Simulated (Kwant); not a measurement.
Device: wire with a side stub in a In0.53Ga0.47As two-dimensional gas. Effective mass 0.041 mₑ, grid spacing 12 nm, hard walls, nominal width 300 nm (25 grid rows, so walls 312 nm apart), one parabolic valley, scattering region 900 nm long along x; energies count from the band bottom; Fermi energy swept from 8.1524e-05 to 0.0009681 eV. Closed stub on one side, 330 nm wide and 410 nm deep.

The device is made up for the run: typed textbook-type constants, with dimensions and the other settings drawn at random.

Model: effective-mass tight-binding model on a square grid, one spin, coherent transport at 0 K (Kwant). Conductance is in e²/h.

Q: How many channels do the leads carry at E = 0.469 meV?

A: The hard-wall thresholds are n² ħ²π²/(2mW²) = n² × 0.0942 meV with W = 312 nm. √(0.469/0.0942) = 2.23, so 2.
